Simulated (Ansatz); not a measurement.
Base system: W in the bcc (W type) structure (space group Im-3m, No. 229; a = 3.1544 Å; relaxed with 0.1 eV smearing). Axes: x, y, z lie along the cube axes.

Method: PBEsol (Ansatz, a first-principles code; PAW; 420 eV plane waves; scalar-relativistic without spin-orbit coupling), earlier PAW set.

Base values:

| Quantity | Result |
|---|---|
| Volume per atom | 15.69 Å³ |

Now apply this change: compressive biaxial strain of 2.06 % in the plane normal to [110], as in epitaxy on a mismatched substrate; the out-of-plane cell vector and the atoms relax.

Q: What does the calculation give for the volume per atom and in-plane stress after the change?

A: The volume per atom decreases by 0.378 Å³, from 15.69 Å³ to 15.32 Å³; the mean in-plane stress (compression positive) is +13.0 GPa.

No phonon test of stability was made. All final runs are without spin polarisation.
